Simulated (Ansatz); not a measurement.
Pressure series in CsI

The reference is CsI in the CsCl type structure (space group Pm-3m, No. 221; a = 4.667 Å).

Cell and atoms are relaxed at each pressure.

The values are results of PBE, PAW, 420 eV (Ansatz, an electronic-structure program; without spin-orbit coupling), not measurements.

Candidates:
(a) pressure 15 GPa
(b) pressure 7 GPa
(c) pressure 3 GPa
(d) pressure 75 GPa

For the base:

| Property | Result |
|---|---|
| Band gap | 3.69 eV |

Order them by band gap, highest first.

(c) pressure 3 GPa (3.98 eV), (b) pressure 7 GPa (3.65 eV), (a) pressure 15 GPa (3.03 eV), (d) pressure 75 GPa (zero)

With I present, leaving out spin-orbit coupling can change the band edges. Load acts through the strain it causes; cell and atoms are relaxed under it. No phonon test of stability was made. Competing high-pressure phases were not computed. All final runs are without spin polarisation. Gaps under 0.05 eV, about the width of the smearing, are given as zero. The zero or small gap of CsI under pressure 75 GPa can change with the level of theory.
